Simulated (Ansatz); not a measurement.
**BeCo (Pm-3m, No. 221, 2 atoms in the cell; start mp-2773)**

These are LDA in Ansatz (PAW) values and carry that method's errors.

Settings: plane-wave cutoff 520 eV, 22×22×22 k mesh, Fermi–Dirac smearing 0.05 eV, spin-polarised start, scalar-relativistic PAW data made under PBE.

Cell (relaxed at this level):

```xyz
2
Lattice="2.5378 0.0000 0.0000 0.0000 2.5378 0.0000 0.0000 0.0000 2.5378" Properties=species:S:1:pos:R:3 pbc="T T T"
Be     0.0000     0.0000     0.0000
Co     1.2689     1.2689     1.2689
```

```
Item           Result
------------  -------
band gap         none
bulk modulus  231 GPa
```

Note: the magnetic order was assumed, not searched for or taken from measurement; the relaxation could not lower the start's symmetry, so the cell can be a saddle point above a distorted one; the bulk modulus is −V dP/dV from two relaxed cells at ±2 % in volume.

The computed numbers hold no vibrational or temperature effects.

Cost on a shared machine: around 2.3 core-minutes (rough).

A start named mp-… is a Materials Project structure, which need not be a measured phase.

Ansatz is a first-principles code.
